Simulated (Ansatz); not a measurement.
We consider Ru (model structure, Im-3m, No. 229, 1 atoms in the cell), described by PBEsol (PAW; Ansatz, a quantum-chemistry and plane-wave program).

Run with plane-wave cutoff 520 eV, 26×26×26 k mesh, Fermi–Dirac smearing 0.05 eV, no spin polarisation, scalar-relativistic PAW data made under PBE.

Cell (relaxed at this level):

```
CELL_PARAMETERS angstrom
     -1.50913     1.50913     1.50913
      1.50913    -1.50913     1.50913
      1.50913     1.50913    -1.50913
ATOMIC_POSITIONS crystal
  Ru 0.00000 0.00000 0.00000
```

Task: Give the computed bulk modulus.

Result: 
- bulk modulus = 313 GPa

Note: the run has no spin polarisation, so it can have missed a magnetic state; the bulk modulus is −V dP/dV from two relaxed cells at ±2 % in volume; the relaxation could raise the start's symmetry but not lower it, so the cell can be a saddle point.

A model structure was made by putting elements into a prototype or built by hand; it is no filed structure, need not be a known phase, and can be a saddle point held by its symmetry.
